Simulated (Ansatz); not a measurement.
Relaxation of the outer planes of the (111) surface of cubic KTaO3 in its 1x1 cell (cut with top plane Ta, bottom plane Ta), relaxed from an ideal cut (the real face may reconstruct), outermost plane spacing 1.16 Å in the ideal cut (one of several cuts of this face), with 1 Ta a cell over the bulk's ratio.

Calculation: PBE (plane waves to 420 eV, PAW; Ansatz, a quantum-chemistry and plane-wave program).

Model: 26-atom slab, K5O15Ta6, 11.6 Å thick at the start, 5x5x1 mesh, Fermi-Dirac 0.025 eV, dipole correction, all atoms relaxed; start symmetry kept, larger cells not searched; spin-polarised from one start with parallel moments (other orders not tried), ending with about 1.6 μB a cell, a value that depends on the mesh; orders that need a larger cell were not tried, no spin-orbit, no U. The slab shows no gap over 0.04 eV on its mesh.

| plane | atoms | bulk spacing to the next (Å) | relaxed spacing (Å) | change (%) | rumpling (Å) |
|---|---|---|---|---|---|
| 1 | Ta | 1.162 | [?] | [?] | 0.00 |
| 2 | 3 O + K | 1.162 | 1.408 | 21.2 | 0.10 (O outermost) |

Q: Complete the blanks.

A: 
- 1, relaxed spacing (Å): 0.625
- 1, change (%): -46.2
